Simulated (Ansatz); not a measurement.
HgS under a change: uniaxial strain ε_zz = +1.50 %

Consider HgS in the zinc blende structure (space group F-43m, No. 216; a = 5.812 Å). Axes: x, y, z lie along the cube axes.

Now apply this change: uniaxial strain ε_zz = +1.50 %, all other strain components held at zero; the atoms relax in the strained cell.

Computed with LDA, PAW, 420 eV (Ansatz, a quantum-chemistry and plane-wave program; spin-orbit coupling left out). Settings: 10×10×10 k-points, 0.05 eV Fermi–Dirac smearing.

| quantity | base | changed | shift |
|---|---|---|---|
| volume per atom | 24.54 Å³ | 24.91 Å³ | +0.37 Å³ |
| space group | F-43m (No. 216) | I-4m2 (No. 119) | – |
| shortest interatomic distance | 2.517 Å | 2.529 Å | +0.0126 Å |
| energy relative to the base (free energy F) | 0 meV/atom | +1.3 meV/atom | +1.3 meV/atom |
| pressure (mean of the normal stresses, compression positive) | 0.0 GPa | -1.0 GPa | -1.0 GPa |
| band gap | zero | zero | – |
| stress (xx, yy, zz, yz, xz, xy; compression positive) (rough) | – | (-0.9, -0.9, -1.2, 0.0, 0.0, 0.0) GPa | – |

A case with no gap was solved on a k-mesh chosen for an insulator, which is coarse for it. Without a gap, meshes like the base's 10×10×10 leave anisotropic stresses uncertain by several tenths of a GPa, and small strain energies with them. Spin-orbit coupling, missing from the scalar runs, can matter with Hg. Stability against distortions was not tested. The final runs are not spin-polarised. A zero or small gap of HgS can be the functional's error rather than a property of the material.
